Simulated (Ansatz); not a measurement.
AlB2-type MgB₂ was calculated with revPBE (PAW; Ansatz, a first-principles code).

Numerical settings: plane-wave cutoff 520 eV, 18×18×12 k mesh (along the axes of the cell as run), Fermi–Dirac smearing 0.1 eV, perturbation theory, scalar-relativistic PAW data made under PBE.

Computed at the level's own relaxed cell.

Harmonic phonon frequencies (cm⁻¹; i marks an imaginary mode):

```tsv
q point	frequencies
Γ	0 0 0 325 325 391 564 564 678
M	248 256 329 417 453 492 706 712 742
K	260 293 293 435 435 642 689 689 748
A	220 220 224 224 310 378 517 517 627
```

No imaginary mode appears at these points.
